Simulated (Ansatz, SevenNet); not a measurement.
For AlCr2C (P6₃/mmc, No. 194, 8 atoms in the cell; start mp-9956), the machine-learned potential SevenNet-l3i5 (trained on PBE and PBE+U data) gives:

| Item | Value |
|---|---|
| lattice parameter a | 2.846 Å |
| c axis length | 12.681 Å |

Question: What does PBEsol (plane waves, PAW; Ansatz, a program for electronic structure) give for the same quantities?

Answer: 
- lattice constant a: 2.812 Å (decreases by 1.2 %)
- lattice parameter c: 12.600 Å (drops by 0.6 %)

Changes are worked out from the printed values.

Unless a cell is named, each level is at its own relaxed cell (SevenNet-l3i5 11.12, PBEsol 10.78 Å³/atom).

The crystal itself was run without spin with PBEsol; a magnetic state was not tried in these runs.

Caveats: the relaxation could not lower the start's symmetry, so the cell can be a saddle point above a distorted one (SevenNet-l3i5, PBEsol). Ansatz's density-functional and Hartree–Fock values are scalar-relativistic unless marked +SOC, with PAW data made under PBE.

A start named mp-… is a Materials Project structure, which need not be a measured phase.
